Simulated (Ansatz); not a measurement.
The reference is WC (space group P-6m2, No. 187; a = 2.8991 Å, c = 2.8268 Å; relaxed with 0.1 eV smearing). Axes: x lies along a and z along c of the hexagonal cell.

All numbers come from plane-wave PAW DFT at the PBEsol level (Ansatz, a first-principles code, 420 eV), no spin-orbit coupling.

It is then changed as follows: uniaxial strain ε_xx = −3.00 %, all other strain components held at zero, atoms relaxed at fixed cell.

**Question.** Predict the stress tensor and what it implies for the stiffness.

**Answer.** Stress of the strained cell less that of the base (GPa, compression positive):
```
   24.6     0.0     0.0
    0.0     7.7     0.0
    0.0     0.0     6.0
```

Then −Δσ_ii/ε with ε = -0.0300 gives secant stiffness values (nonlinear terms included at this strain): C11 ≈ 819 GPa, C12 ≈ 258 GPa and C13 ≈ 200 GPa.

As a check, the harmonic strain energy −½ V₀ Δσ:ε is 24 meV/atom; the computed energy rise is 23 meV/atom.

No phonon test of stability was made. The final runs are not spin-polarised.
